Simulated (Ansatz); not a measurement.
Ansatz (an electronic-structure program), DFT, r2SCAN, plane waves, its default PAW files: VHgO3 (from the phase in space group 2, mp-29188) (O6V2Hg2), 10 atoms, spin-polarised from a ferromagnetic start (2 μB on V), ending non-magnetic. Basis and mesh were picked for this test and aren't claimed converged.

```
Property                                                                 Result
---------------------------------------  --------------------------------------
cell                                     3.58, 4.88, 8.63 Å; 93.7, 101.5, 91.3°
task                                                               single point
k mesh                                                                    6×6×4
hamiltonian.xc                                                           r2scan
kind of files                                                               paw
scf.occupations.method                                              fermi_dirac
scf.occupations.width                                                   0.05 eV
output.forces                                                              true
magnetization.spin_polarized                                               true
binding of workers (--pin)                                                  off
k-point pools (--kpoint-pools)                                                1
memory maximum (--max-ram)                                                 8GiB
accuracy                                                       medium (default)
basis.precision                                                  auto (default)
basis.xc_grid                                                       4 (default)
scf.eigensolver.kind                                             auto (default)
scf.mixing.algorithm                                             auto (default)
scf.mixing.preconditioner                                        auto (default)
scf.convergence.dr2_threshold                                   1e-07 (default)
scf.lower_state_search                                          light (default)
k-points after symmetry (for each spin)                                      76
bands at the start                                                           64
electrons                                                                   102
plane waves at Γ                                                           3741
cutoff (eV)                                                                 500
FFT grid                                                               27×36×64
symmetry operations                                                           2
```

One run each. The counts of a restarted run leave out the earlier run.

All on 4 threads. Base settings, kept where nothing else is said: earlier_run = none (default) (scf.initial_density.chi_scale, scf.initial_density.normalization, checkpoint.read, checkpoint.density_extrapolation not set). The settings tried:
- checkpoint.read = first.ck, earlier_run = first_atom_moved_ang=0.1 orbitals_saved=false, checkpoint.density_extrapolation = none
- checkpoint.read = first.ck, earlier_run = first_atom_moved_ang=0.03 orbitals_saved=true, checkpoint.density_extrapolation = none
- checkpoint.read = first.ck, earlier_run = first_atom_moved_ang=0.3 orbitals_saved=false
- checkpoint.read = first.ck, earlier_run = first_atom_moved_ang=0.1 orbitals_saved=false, checkpoint.density_extrapolation = follow_atoms
- scf.initial_density.chi_scale = 0, scf.initial_density.normalization = cell
- the base settings
- checkpoint.read = first.ck, earlier_run = first_atom_moved_ang=0.03 orbitals_saved=false
- scf.initial_density.chi_scale = 0.1
- checkpoint.read = first.ck, earlier_run = first_atom_moved_ang=0.1 orbitals_saved=false

**Question.** Name the extremes by SCF iterations (all cycles of the run, searches included): fewest, most, and any that don't converge.

**Answer.** Fewest SCF iterations (all cycles of the run, searches included), with those close behind: checkpoint.read = first.ck, earlier_run = first_atom_moved_ang=0.03 orbitals_saved=false (8); checkpoint.read = first.ck, earlier_run = first_atom_moved_ang=0.1 orbitals_saved=false (10); checkpoint.read = first.ck, earlier_run = first_atom_moved_ang=0.3 orbitals_saved=false (11). Most among those that reach the base run's result: scf.initial_density.chi_scale = 0, scf.initial_density.normalization = cell (25). All converged.

```tsv
setting	SCF iterations (all cycles of the run, searches included)	applications of H to a band	end
checkpoint.read = first.ck, earlier_run = first_atom_moved_ang=0.03 orbitals_saved=false	8	176292	converged
checkpoint.read = first.ck, earlier_run = first_atom_moved_ang=0.1 orbitals_saved=false	10	193588	converged
checkpoint.read = first.ck, earlier_run = first_atom_moved_ang=0.3 orbitals_saved=false	11	213711	converged
checkpoint.read = first.ck, earlier_run = first_atom_moved_ang=0.03 orbitals_saved=true, checkpoint.density_extrapolation = none	12	199576	converged
checkpoint.read = first.ck, earlier_run = first_atom_moved_ang=0.1 orbitals_saved=false, checkpoint.density_extrapolation = none	13	221496	converged
checkpoint.read = first.ck, earlier_run = first_atom_moved_ang=0.1 orbitals_saved=false, checkpoint.density_extrapolation = follow_atoms	18	358543	converged
the base settings	19	340674	converged
scf.initial_density.chi_scale = 0.1	19	339547	converged
scf.initial_density.chi_scale = 0, scf.initial_density.normalization = cell	25	412108	converged
```

4 planned settings were not run, for want of time.

Keys are those of Ansatz 0.2.
